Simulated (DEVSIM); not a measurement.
# Si/Ge n-p heterojunction

System: Si/Ge n-p heterojunction, at 300 K.

```csv
layer (left to right),material,thickness (μm),Nd (cm⁻³),Na (cm⁻³),τn (s),τp (s)
1,Si,0.0780,2.5e17,-,3.3e-7,3.3e-7
2,Ge,0.670,-,2.8e17,3.3e-7,3.3e-7
```

Left contact: ohmic. Right contact: ohmic. Voltage is applied to the left contact. Recombination: SRH at mid-gap, radiative, Auger. Mobility is constant in doping.

The device is made up for the run: typed textbook-type constants, with dimensions and the other settings drawn at random. Values at 300 K.

| parameter | Si | Ge |
|---|---|---|
| gap (eV) | 1.124 | 0.664 |
| affinity (eV) | 4.05 | 4 |
| permittivity | 11.7 | 16 |
| Nc (cm⁻³) | 2.86e19 | 1.04e19 |
| Nv (cm⁻³) | 3.1e19 | 6e18 |
| μn (cm²/Vs) | 1417 | 3900 |
| μp (cm²/Vs) | 470 | 1900 |
| B (cm³/s) | 4.7e-15 | 6.4e-14 |
| Cn (cm⁶/s) | 2.8e-31 | 1e-31 |
| Cp (cm⁶/s) | 9.9e-32 | 1e-31 |

DEVSIM, 1D drift-diffusion, Boltzmann statistics, complete ionisation; no tunnelling, impact ionisation, image-force lowering or self-heating. Band offsets follow the typed affinities; no thermionic-emission limit at abrupt steps, no polarisation charge.

- Potential step across the device at zero bias: 0.412 V
- Largest field in the device at zero bias: 130000 V/cm
- Dark forward voltage at 1 A/cm²: 0.203 V
- Dark forward voltage at 100 A/cm²: 0.323 V

Dark forward current:

(V (V), J (A/cm²)): (-0.05, -0.0023); (-0.10, -0.018); (-0.15, -0.13); (-0.20, -0.89); (-0.25, -6.1); (-0.30, -42); (-0.35, -290); (-0.40, -1900); (-0.45, -12000)
